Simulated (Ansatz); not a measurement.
CsCl-type RuAl, treated with LDA (Ansatz, a program for electronic structure, PAW).

Numerical settings: plane-wave cutoff 500 eV, 18×18×18 k mesh, Fermi–Dirac smearing 0.1 eV, no spin polarisation, scalar-relativistic PAW data made under PBE.

Computed at the level's own relaxed cell.

Question: What does this level give for the equilibrium volume per atom and lattice parameter a?

Answer: 
equilibrium volume per atom: 12.89 Å³/atom
lattice parameter a: 2.954 Å

Measured, for comparison: lattice constant a 2.992 Å (temperature not stated, copied from a table, unchecked, no zero-point or thermal correction; as tabulated in Acta Metallurgica 41, 863 (1993)). Computed (rounded) less measured: lattice constant a not scored (unchecked). A static lattice is as a rule a little smaller and stiffer than an uncorrected measurement, which narrows the difference in the lattice constant a and would widen misses of the other sign.

Computed values are for the static lattice.

Computing time: roughly 30 core-seconds.
